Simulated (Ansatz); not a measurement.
Here is the system:

```
CELL_PARAMETERS angstrom
      0.00000     2.06745     2.06745
      2.06745     0.00000     2.06745
      2.06745     2.06745     0.00000
ATOMIC_POSITIONS crystal
  Ag 0.00000 0.00000 0.00000
```

No spin polarisation.

Computed with Ansatz (a quantum-chemistry and plane-wave program) PBEsol, scalar-relativistic without spin-orbit coupling. Γ-centred 28×28×28 mesh, Fermi–Dirac width 0.1 eV.

Q: Predict the band gap.

A: Zero.

Q: Estimate the pressure.

A: -6.0 GPa.

Q: Estimate the space group.

A: Fm-3m (No. 225).

The cells carry an imposed strain or load. Whether these cells are dynamically stable was not tested. The cell was made from Ag in the fcc (Cu type) structure (space group Fm-3m, No. 225) by this change: isotropic strain +2.00 %.
